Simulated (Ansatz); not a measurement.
## BN: band gap against strain

BN (layered hexagonal, P6_3/mmc, 8.679 Å³/atom at rest, c along z) under a strain ε along a direction in the basal plane (axis x), the other axes held. PBEsol-D3(BJ) in Ansatz, a plane-wave DFT program (PAW, default set), 420 eV, 15×15×5 Γ-centred mesh, Fermi-Dirac smearing 0.05 eV; ions are relaxed within the symmetry of each cell. Gaps are the smallest over the k-mesh and a band path, without spin-orbit coupling; in all rows the valence edge lies at about 1.5 Å⁻¹ from Γ and the conduction edge at about 1.4 Å⁻¹ from Γ.

Here s stands for strain and Eg for gap.

```
strain (%)  gap (eV)
----------  --------
0.00            4.08
0.60            4.05
1.20            4.02
1.80            4.00
3.00               ?
```

Task: Using a straight line, estimate the missing Eg at s = 3.00 from the other rows, showing the fit.

Result: Means: s 0.90000, Eg 4.037. About the means, the sum of products is -0.081000 and the sum of squares of s is 1.8000; the slope is their ratio. Least squares gives Eg = 4.078 - 0.0450·s. Residuals (row less fit): 0.002, -0.001, -0.004, 0.003; standard error 0.004 (degrees of freedom: 2). Over these rows the gap moves by -4.5 ± 0.3 eV per unit strain. At the withheld row, Eg = 4.078 - 0.0450 × 3.0 = 3.943 eV. The calculation gives 3.94 eV, which the fit meets to the printed digits. The row lies outside the fitted rows, so this is an extrapolation. The fitted rows scatter only by rounding.

Rows are the converged runs of the series near zero and its far end; series whose fitted rows scatter by over a few per cent of the range, as at a crossing or softening among them, aren't shown in this form. Most that stay on the fit to the last digits aren't either.
